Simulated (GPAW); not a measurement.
Band structure of Li₂Pd (P6/mmm, 3 atoms in the cell).

```
Li2Pd
1.0
    4.20512     0.00000     0.00000
   -2.10256     3.64174     0.00000
    0.00000     0.00000     2.67986
Li Pd
2 1
Cartesian
  0.00000   2.42783   1.33993
  2.10256   1.21391   1.33993
  0.00000   0.00000   0.00000
```

Method: PBEsol, GPAW PAW datasets PBEsol (made by gpaw-setup) (plane waves; GPAW).

Settings: mode = pw; ecut = 550 eV; xc = PBEsol; kpts = 9 9 12; mesh shift (steps) = 0 0 0; occupations.name = fermi-dirac; occupations.width = 0.1 eV; nbands = -11; convergence.density = 1e-05 e/electron; symmetry.symmorphic = false; symmetry.tolerance = 0.0005; maxiter = 120; bandpath_npoints = 40.

The starting cell comes from a database of computed structures (which also holds hypothetical and non-ambient phases and stackings), without a prior relaxation at this level. Spin polarisation is off.

Levels in eV from the Fermi level, bands 6 to 13:
```json
[
 {"point": "Γ", "6": "-3.04", "7": "-3.04", "8": "-1.08", "9": "-1.08", "10": "4.10", "11": "4.10", "12": "5.55", "13": "5.55"},
 {"point": "M", "6": "-2.25", "7": "-1.88", "8": "-1.77", "9": "-1.17", "10": "-1.10", "11": "0.73", "12": "7.07", "13": "12.51"},
 {"point": "K", "6": "-2.80", "7": "-2.37", "8": "-1.14", "9": "-1.14", "10": "-0.62", "11": "-0.62", "12": "8.73", "13": "10.70"},
 {"point": "A", "6": "-3.25", "7": "-2.16", "8": "-2.16", "9": "0.75", "10": "1.83", "11": "6.65", "12": "6.65", "13": "7.37"},
 {"point": "L", "6": "-2.60", "7": "-1.82", "8": "-1.14", "9": "0.66", "10": "1.33", "11": "3.95", "12": "6.89", "13": "7.15"},
 {"point": "H", "6": "-2.22", "7": "-2.22", "8": "-1.11", "9": "1.43", "10": "2.19", "11": "2.19", "12": "5.49", "13": "6.86"}
]
```

Bands cross the Fermi level along this path, so the cell is metallic at this level.
